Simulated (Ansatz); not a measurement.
# Y5Ge3, response to strain

Base system: Y5Ge3 (space group P6_3/mcm, No. 193; a = 8.421 Å, c = 6.336 Å; a cell from a computed database, its experimental status unchecked). Axes: x lies along a and z along c of the hexagonal cell.

Strains are applied to the cell and any free atomic positions relax; under biaxial strain the out-of-plane vector relaxes too.

Level of theory: Kohn–Sham DFT with the PBEsol functional, run in Ansatz (an electronic-structure program) with PAW and 420 eV plane waves, no spin-orbit coupling.

Notes on the quantities. pressure: mean of the normal stresses, compression positive.

```json
[
 {"variant": "base", "pressure": "0.0 GPa", "volume per atom": "24.32 Å³", "space group": "P6_3/mcm (No. 193)"},
 {"variant": "biaxial strain +0.56 %, plane normal [001], relaxed out of plane", "pressure": "-0.7 GPa", "volume per atom": "24.51 Å³", "space group": "P6_3/mcm (No. 193)"},
 {"variant": "isotropic strain +0.59 %", "pressure": "-1.3 GPa", "volume per atom": "24.75 Å³", "space group": "P6_3/mcm (No. 193)"},
 {"variant": "tensor shear ε_xy = +0.60 %", "pressure": "0.0 GPa", "volume per atom": "24.32 Å³", "space group": "P2_1/m (No. 11)"}
]
```

Without a gap, meshes like the base's 5×5×6 leave anisotropic stresses uncertain by several tenths of a GPa, and small strain energies with them. Stability against distortions was not tested. The final runs are not spin-polarised.
